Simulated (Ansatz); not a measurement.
**Effective masses and thermopower of YN (Fm-3m)**

Consider the following.

```yaml
crystal:
  lattice:
    - [0.00000, 2.42815, 2.42815]
    - [2.42815, 0.00000, 2.42815]
    - [2.42815, 2.42815, 0.00000]
  atoms:
    - { symbol: Y, position: [0.00000, 0.00000, 0.00000] }
    - { symbol: N, position: [0.50000, 0.50000, 0.50000] }
```

The numbers are results of HSE06, rigid bands (plane waves, PAW, scalar-relativistic; Ansatz, a first-principles code), not measurements. Cell: cell and atoms relaxed with PBEsol.

```
Quantity                                                                                                                                                        Value
---------------------------------------------------------------------------------------------------------------------------------------  ----------------------------
band gap                                                                                                                                                      1.05 eV
electron conductivity mass (300 K, dilute)                                                                                                                    0.24 mₑ
hole conductivity mass (300 K, dilute)                                                                                                                        0.49 mₑ
effective density of states N_c (300 K)                                                                                                                   1.4e19 cm⁻³
effective density of states N_v (300 K)                                                                                                                   3.4e19 cm⁻³
density-of-states mass, electrons                                                                                                                             0.66 mₑ
density-of-states mass, holes                                                                                                                                 1.22 mₑ
Seebeck coefficient, n-type 1e19 cm⁻³, 300 K                                                                                                                -245 μV/K
best n-type power factor at 300 K for τ = 10 fs (best axis; densities from 1e16 to 1e21 cm⁻³ tried, whether or not they can be reached)   9.1 μW/(cm·K²) at 3e19 cm⁻³
Seebeck coefficient, p-type 1e19 cm⁻³, 300 K                                                                                                                 323 μV/K
best p-type power factor at 300 K for τ = 10 fs (best axis; densities from 1e16 to 1e21 cm⁻³ tried, whether or not they can be reached)  11.7 μW/(cm·K²) at 1e20 cm⁻³
```

Rigid bands; masses and Seebeck coefficients take one relaxation time τ for all states and one kind of carrier; polarons and phonon drag are left out. Spin-orbit coupling is left out; where it splits the top of the valence band, N_v and the p-type Seebeck coefficient come out somewhat high without it. Geometry: cell and atoms relaxed with PBEsol.
